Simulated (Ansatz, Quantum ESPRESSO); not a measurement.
An Ansatz (a first-principles code) input for a self-consistent single point of K (Im-3m, 1 atom in the cell) (DFT, PBE, plane waves, default PAW files):

Ansatz 0.2 input:
```yaml
crystal:
  lattice:
    - [-2.703619, 2.703619, 2.703619]
    - [2.703619, -2.703619, 2.703619]
    - [2.703619, 2.703619, -2.703619]
  atoms:
    - { symbol: K, position: [0.000000, 0.000000, 0.000000] }
basis:
  ecutwfc: 420.0
kpoints:
  mp_grid: { grid: [11, 11, 11] }
hamiltonian:
  xc: pbe
  pseudopotentials: { kind: paw }
scf:
  occupations: { method: gaussian, width: 0.1 }
output:
  forces: true
  eigenvalues: true
  stress: true
```

Problem. Translate this input to Quantum ESPRESSO.

Solution. This is the input that was run; spellings and numerical settings could be chosen otherwise.

```fortran
&control
  calculation = 'scf',
  prefix = 'scf',
  outdir = './tmp',
  pseudo_dir = './',
  tprnfor = .true.,
  tstress = .true.,
/
&system
  ibrav = 0,
  nat = 1,
  ntyp = 1,
  ecutwfc = 50,
  ecutrho = 350,
  occupations = 'smearing',
  smearing = 'gauss',
  degauss = 0.0073499,
/
&electrons
  conv_thr = 1.0e-11,
  mixing_beta = 0.5,
/
ATOMIC_SPECIES
K     39.0983  K.pbe-spn-rrkjus_psl.1.0.0.UPF
CELL_PARAMETERS angstrom
  -2.7036190000     2.7036190000     2.7036190000
   2.7036190000    -2.7036190000     2.7036190000
   2.7036190000     2.7036190000    -2.7036190000
ATOMIC_POSITIONS angstrom
K     0.0000000000    0.0000000000    0.0000000000
K_POINTS automatic
11 11 11  0 0 0
```

Basis, cutoffs, solver keys and any potentials are the target program's own. This input uses DFT, PBE, plane waves, PSlibrary ultrasoft (PBE) pseudopotentials. Both were run: pressure -0.22 GPa in Ansatz and -0.29 in Quantum ESPRESSO. Ansatz's pressure is the one without its finite-basis correction.

On Ansatz: the starting cell comes from a database of computed structures (which also holds hypothetical and non-ambient phases and stackings), without a prior relaxation at this level. Its lattice was rescaled by a random factor within 2.5 % of one. For this run, on top of that: lattice scaled by 0.98.

On Quantum ESPRESSO: the starting cell comes from a database of computed structures (which also holds hypothetical and non-ambient phases and stackings), without a prior relaxation at this level. Its lattice was rescaled by a random factor within 2.5 % of one. For this run, on top of that: lattice scaled by 0.98.
